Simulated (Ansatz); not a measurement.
**ZnS: energy against strain**

ZnS (wurtzite, P6_3mc, 18.586 Å³/atom at rest, c along z) under a strain ε along c (axis z), the other axes held. LDA in Ansatz, a plane-wave DFT program (PAW, default set), 420 eV, 10×10×6 Γ-centred mesh, Fermi-Dirac smearing 0.05 eV; ions are relaxed within the symmetry of each cell.

Here s stands for strain and y for E less E0.

| strain (%) | E less E0 (meV/atom) |
|---|---|
| -3.00 | ? |
| -1.20 | 1.39 |
| -0.60 | 0.34 |
| 0.00 | 0.00 |
| 0.60 | 0.34 |
| 1.20 | 1.35 |

Fit y of the 5 rows that show it with a parabola. Least squares gives y = -0.002 - 0.0133·s + 0.9524·s². Residuals (row less fit): 0.005, -0.009, 0.002, 0.007, -0.003; standard error 0.009 (degrees of freedom: 2). Twice the quadratic coefficient over the volume, 2 × 0.9524 meV × 10⁴ × 0.1602 / 18.586 Å³, is the elastic constant C33 = 164 ± 1.2 GPa.

**Question.** Predict the withheld y at s = -3.00 from the fit, and compare with the calculation.

**Answer.** y = -0.002 - 0.0133 × (-3.0) + 0.9524 × (-3.0)² = 8.610 meV/atom. The calculation gives 8.85 meV/atom, 0.240 meV/atom above the prediction (2.7 % of the range of y in the table). The row lies outside the fitted rows, so this is an extrapolation. From the scatter of the fitted rows alone, a prediction at this place has a standard error of 0.059 meV/atom, so the miss is 4.1 times that.

One order more, fitted to all 11 runs of the series, follows each within 0.01, so the miss is the next term of a smooth law. ZnS is here the high-temperature form. Rows are the converged runs of the series near zero and its far end; series whose fitted rows scatter by over a few per cent of the range, as at a crossing or softening among them, aren't shown in this form. Most that stay on the fit to the last digits aren't either.
